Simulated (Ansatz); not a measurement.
The parent structure is CdSe in the wurtzite structure (space group P6_3mc, No. 186; a = 4.3019 Å, c = 7.0210 Å). Axes: x lies along a and z along c of the hexagonal cell.

Level of theory: Ansatz (an electronic-structure program) PBEsol, without spin-orbit coupling.

Modification: every lattice vector is shortened by 3.00 %; the atoms relax in the strained cell.

**Question.** Predict the stress tensor and what it implies for the stiffness.

**Answer.** Stress of the strained cell less that of the base (GPa, compression positive):
```
   5.83    0.00    0.00
   0.00    5.83    0.00
   0.00    0.00    5.94
```

Then B = −ΔP/(ΔV/V₀) with ΔV/V₀ = -0.0873 gives secant stiffness values (nonlinear terms included at this strain): B (at held cell shape, above the free-shape value) ≈ 67 GPa.

As a check, the harmonic strain energy −½ V₀ Δσ:ε is 46 meV/atom; the computed energy rise is 41 meV/atom.

Whether these cells are dynamically stable was not tested.
